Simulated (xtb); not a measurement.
xtb 6.7.1, GFN2-xTB: CO[Si](C)(OC)O[Si](C)(C)[O][GeH3], 30 atoms. The geometry is a generated start, not checked to be a minimum at this level.

```json
{
 "run_flags": "--grad",
 "method": "GFN2-xTB",
 "--acc": "1 (default)",
 "--etemp (K)": "300 (default)",
 "basis_functions": "84",
 "valence_electrons": "74"
}
```

```xyz
30

Si    -1.0083     0.1338     0.5305
C     -1.0617     0.1706     2.4328
O     -0.4502     1.5317    -0.1152
C     -1.2258     2.6871    -0.3255
O     -2.4790    -0.0342    -0.1455
C     -3.3584    -1.1046     0.0530
O     -0.0086    -1.0366     0.0602
Si     1.4878    -1.0777    -0.6175
C      1.2838    -0.9978    -2.5053
C      2.2955    -2.6684     0.0167
O      2.3770     0.1711    -0.0921
Ge     2.2657     1.8764     0.2536
H     -1.8413     0.8320     2.8019
H     -1.2522    -0.8188     2.8385
H     -0.1160     0.5107     2.8453
H     -0.6815     3.3327    -1.0148
H     -1.3791     3.2168     0.6171
H     -2.1929     2.4211    -0.7507
H     -4.1833    -0.9937    -0.6513
H     -3.7479    -1.0927     1.0733
H     -2.8544    -2.0562    -0.1202
H      0.7715    -1.8752    -2.8872
H      2.2453    -0.9308    -3.0049
H      0.7005    -0.1249    -2.7849
H      3.2901    -2.7815    -0.3986
H      2.3845    -2.6714     1.0978
H      1.7132    -3.5356    -0.2732
H      1.4925     2.1190     1.5104
H      1.8076     2.6256    -0.9566
H      3.7255     2.1714     0.5124
```

One run each on 1 thread. Values of broydamp tried: 0.02, 0.05, 0.1, 0.2, 0.4 (default), 0.6, 0.8, 1.

How does the count of SCC iterations change with broydamp, and where is it least?

Fewest SCC iterations, within one of each other: 0.4 (default) with 14, 0.6 with 14, 0.8 with 15. The count rises to 24 at 0.02. All converge to one solution.

```json
[
 {"broydamp": "0.02", "SCC iterations": "24", "end": "same solution"},
 {"broydamp": "0.05", "SCC iterations": "22", "end": "same solution"},
 {"broydamp": "0.1", "SCC iterations": "18", "end": "same solution"},
 {"broydamp": "0.2", "SCC iterations": "16", "end": "same solution"},
 {"broydamp": "0.4 (default)", "SCC iterations": "14", "end": "same solution"},
 {"broydamp": "0.6", "SCC iterations": "14", "end": "same solution"},
 {"broydamp": "0.8", "SCC iterations": "15", "end": "same solution"},
 {"broydamp": "1", "SCC iterations": "16", "end": "same solution"}
]
```
